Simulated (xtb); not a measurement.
xtb 6.7.1, GFN2-xTB: Ca(SH)(k2OAc)(OH2)2 (CC1[O][Ca](<-[OH2])(<-[OH2])([SH])<-[O]=1), 16 atoms. The geometry is a generated start, not checked to be a minimum at this level.

- method = GFN2-xTB
- --acc = 1 (default)
- --etemp (K) = 300 (default)
- detailed input (--input) = none: ANC optimiser, Lindh (1995) Hessian, microcycle=20, maxdispl=1.0, hlow=0.01 (default)
- basis functions = 52
- valence electrons = 48

```xyz
16

Ca    -0.6108     0.1379    -1.2012
S      0.6892     2.0764    -2.2958
H      1.7423     1.8049    -1.5318
C      1.5492    -0.5678     2.0311
C      0.6357    -0.3883     0.8335
O     -0.2783     0.4598     0.8904
O      0.8076    -1.1101    -0.1731
H      2.5031    -0.9748     1.7114
H      1.6832     0.3834     2.5388
H      1.0753    -1.2658     2.7185
O     -2.1772     1.8852    -0.8136
H     -1.6540     2.5409    -1.3042
H     -2.0035     2.0754     0.1197
O     -1.5582    -2.1234    -1.3852
H     -1.6322    -2.3397    -0.4473
H     -0.7716    -2.5940    -1.6912
```

The structure is relaxed from this start with --opt LEVEL for the levels crude, sloppy, loose, lax, normal, tight, vtight, extreme, once each. Up to the end of the extreme run atoms move by at most 1.0 Å along an axis.

Question: Which level is enough to come within 20 meV of the tightest end point?

Answer: lax: 26 cycles against 115, ending 7.7 meV above.

```tsv
level	cycles	energy above the extreme run (meV)	gradient norm (eV/Å)
crude	1	76	0.16
sloppy	1	76	0.16
loose	1	76	0.16
lax	26	7.7	0.093
normal	43	2.4	0.043
tight	46	2.3	0.026
vtight	113	under 0.01	0.0032
extreme	115	—	0.0015
```
